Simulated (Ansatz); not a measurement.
Input:

```
AlN
1.0
    3.13762     0.00000     0.00000
   -1.56881     2.71726     0.00000
    0.00000     0.00000     4.82122
Al N
2 2
Cartesian
  0.00000   1.81150  -0.03868
  1.56881   0.90575   2.37193
  0.00000   1.81150   1.84664
  1.56881   0.90575   4.25726
```

These are PBE with spin-orbit coupling, rigid bands (plane waves, PAW; Ansatz, a quantum-chemistry and plane-wave program) values and carry that method's errors. Condition of this run: uniaxial stress along c of 9 GPa (compression positive) (the target of the relaxation). Cell: cell and atoms relaxed with PBEsol, then loaded as said.

### Question
What conductivity effective mass do dilute electrons have at 300 K?

### Answer
0.31 (x), 0.31 (y), 0.33 (z) mₑ.

### Question
Predict the hole conductivity mass (n e² τ/σ) at 300 K, by direction if it differs.

### Answer
2.9 (x), 2.9 (y), 0.34 (z) mₑ.

### Question
And the band gap?

### Answer
4.08 eV at this level; semilocal functionals usually fall short of the measured gap.

Rigid bands, one relaxation time for all states, no polarons. Geometry: cell and atoms relaxed with PBEsol.
